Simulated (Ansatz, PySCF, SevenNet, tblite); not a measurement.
## How well does each level of theory give the cohesive energy of antifluorite K2S?

Reference value: 2.9 ± 0.03 eV/atom (worked out here from tabulated enthalpies at 298 K, copied from a table, unchecked, brought to a static lattice with a Debye model, atoms in their spin–orbit ground levels; inputs from the CRC Handbook).

```
level (code)                   value (eV/atom)  cell (Å³/atom)  error (eV/atom)
-----------------------------  ---------------  --------------  ---------------
GFN1-xTB (tblite)                         5.18           30.12            +2.28
SevenNet-0                                2.20           34.62            -0.70
LDA (Ansatz)                              3.11           30.98            +0.21
PBE (PySCF)                        2.66 ± 0.04           34.63            -0.24
B3LYP (VWN-RPA form) (Ansatz)             2.55           35.15            -0.35
PBE0 (Ansatz)                             2.66           34.02            -0.24
Hartree–Fock (Ansatz)                     1.86           37.22            -1.04
```

Leaving aside GFN1-xTB (doubt noted below), SevenNet-0 (doubt noted below): Once the reference is moved by up to 0.20 eV/atom (a margin picked here for doubts on the reference and the settings) and values within 0.03 eV/atom count as equal, the nearest can be LDA (+0.21 eV/atom), PBE (-0.24 eV/atom) or PBE0 (-0.24 eV/atom). Among them Hartree–Fock (-1.04 eV/atom) misses by most.

Free atoms are spin-polarised, in the lowest state found; at levels without +SOC their spin–orbit coupling is left out.  A ± on a computed value is a rough bar: the spread of its extrapolation, a floor set from checks against published values, or a statistical error. GFN1-xTB: the free atoms are run in the same model without spin. GFN1-xTB: the method was fitted mainly to molecules. GFN1-xTB: the run uses a supercell at the zone centre in place of a k mesh. SevenNet-0: free atoms can lie outside what these potentials were trained on. Hartree–Fock: the cell is over a tenth larger than the published one (another phase or state, or a fault of the published cell, is possible). Each level is taken at its own relaxed cell. Cutoffs and k meshes differ between the levels. Ansatz's density-functional and Hartree–Fock values are scalar-relativistic unless marked +SOC, with PAW data made under PBE.

Machine-learned potentials (SevenNet-0) are trained on DFT data: a solid inside that data is no test of them.

Differences are worked out from the printed values.

Ansatz is a quantum-chemistry and plane-wave program.
